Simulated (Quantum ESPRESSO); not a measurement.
A self-consistent single point of Cu₃Sn (Fm-3m, 4 atoms in the cell) with Quantum ESPRESSO.

Method: PBEsol, PSlibrary PAW (PBE) pseudopotentials (plane waves; Quantum ESPRESSO 7.5).

The change in words: lattice scaled by 0.98. Reference geometry:
```
CELL_PARAMETERS angstrom
     -3.10029     0.00000     3.10029
      0.00000     3.10029     3.10029
     -3.10029     3.10029     0.00000
ATOMIC_POSITIONS crystal
  Cu 0.50000 0.50000 0.50000
  Cu 0.75000 0.75000 0.75000
  Cu 0.25000 0.25000 0.25000
  Sn 0.00000 0.00000 0.00000
```

Reference input (self-consistent single point, DFT, PBEsol, plane waves, PSlibrary PAW (PBE) pseudopotentials): ecutwfc = 55 Ry; ecutrho = 330 Ry; occupations = smearing; smearing = fermi-dirac; degauss = 0.0073499 Ry; input_dft = pbesol; potentials = {Cu: Cu.pbe-dn-kjpaw_psl.1.0.0.UPF, Sn: Sn.pbe-dn-kjpaw_psl.1.0.0.UPF}; K_POINTS = automatic 9 9 9 0 0 0; conv_thr = 1e-10 Ry; mixing_beta = 0.5. This run's input differs from it in these lines:

```diff
@@ -10,3 +10,3 @@
    ibrav = 2
-   celldm(1) = 11.717398014
+   celldm(1) = 11.483049298
    nat = 4
```

Output (repeated stretches shortened):

```
     Self-consistent Calculation

     iteration #  1     ecut=    55.00 Ry     beta= 0.50

     Threshold (ethr) on eigenvalues was too large:
     Diagonalizing with lowered threshold

     total energy              =   -1067.77437087 Ry
     estimated scf accuracy    <       0.18022442 Ry

     iteration #  2     ecut=    55.00 Ry     beta= 0.50

     total energy              =   -1067.81304135 Ry
     estimated scf accuracy    <       0.25138904 Ry

     iteration #  3     ecut=    55.00 Ry     beta= 0.50

     total energy              =   -1067.85244140 Ry
     estimated scf accuracy    <       0.00171860 Ry

   [... 8 blocks of this kind left out ...]

     iteration # 12     ecut=    55.00 Ry     beta= 0.50

     total energy              =   -1067.85304241 Ry
     estimated scf accuracy    <          3.3E-10 Ry

     iteration # 13     ecut=    55.00 Ry     beta= 0.50
     End of self-consistent calculation

     the Fermi energy is    13.9784 ev

!    total energy              =   -1067.85304241 Ry
     estimated scf accuracy    <          5.4E-11 Ry
     smearing contrib. (-TS)   =      -0.00185036 Ry
     internal energy E=F+TS    =   -1067.85119205 Ry

     convergence has been achieved in  13 iterations

     Forces acting on atoms (cartesian axes, Ry/au):

     atom    1 type  1   force =     0.00000000    0.00000000   -0.00000000
   [... zero for the other atoms too ...]

     Total force =     0.000000     Total SCF correction =     0.000000

          total   stress  (Ry/bohr**3)                   (kbar)     P=      -21.85
  -0.00014857  -0.00000000   0.00000000          -21.85       -0.00        0.00
  -0.00000000  -0.00014857   0.00000000           -0.00      -21.85        0.00
   0.00000000  -0.00000000  -0.00014857            0.00       -0.00      -21.85

   JOB DONE.
```

The run converged in 13 iterations. Against the reference run the free energy goes down by 24.5 meV/atom and the pressure goes from -8.55 to -2.19 GPa.

The starting cell comes from a database of computed structures (which also holds hypothetical and non-ambient phases and stackings), without a prior relaxation at this level. Its lattice was rescaled by a random factor within 2.5 % of one. For this run, on top of that: lattice scaled by 0.98. Spin polarisation is off.

Cost on one core of a shared machine: roughly 3 min.
